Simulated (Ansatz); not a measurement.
**A computed series for Hf: response to strain**

The reference is Hf in the hcp (Mg type) structure (space group P6_3/mmc, No. 194; relaxed with 0.1 eV smearing).

```yaml
crystal:
  lattice:
    - [3.15810, 0.00000, 0.00000]
    - [-1.57905, 2.73500, 0.00000]
    - [0.00000, 0.00000, 5.00450]
  atoms:
    - { symbol: Hf, position: [0.66667, 0.33333, 0.75000] }
    - { symbol: Hf, position: [0.33333, 0.66667, 0.25000] }
```

Strains are applied to the cell and any free atomic positions relax.

All numbers come from Ansatz (a quantum-chemistry and plane-wave program) PBEsol, no SOC.

Notes on the quantities. energy relative to the base: free energy F; pressure: mean of the normal stresses, compression positive.

```tsv
variant	volume per atom	energy relative to the base	pressure
base	21.61 Å³	0 meV/atom	0.0 GPa
isotropic strain −3.00 %	19.73 Å³	+67 meV/atom	12.1 GPa
isotropic strain −2.50 %	20.03 Å³	+46 meV/atom	9.8 GPa
isotropic strain −1.50 %	20.65 Å³	+16 meV/atom	5.5 GPa
isotropic strain −1.00 %	20.97 Å³	+7.1 meV/atom	3.6 GPa
isotropic strain −0.50 %	21.29 Å³	+1.7 meV/atom	1.7 GPa
isotropic strain +1.00 %	22.27 Å³	+6.7 meV/atom	-3.2 GPa
isotropic strain +2.00 %	22.94 Å³	+26 meV/atom	-6.1 GPa
isotropic strain +2.50 %	23.27 Å³	+40 meV/atom	-7.4 GPa
isotropic strain +3.00 %	23.62 Å³	+57 meV/atom	-8.6 GPa
```

Stability against distortions was not tested. The final runs are not spin-polarised.
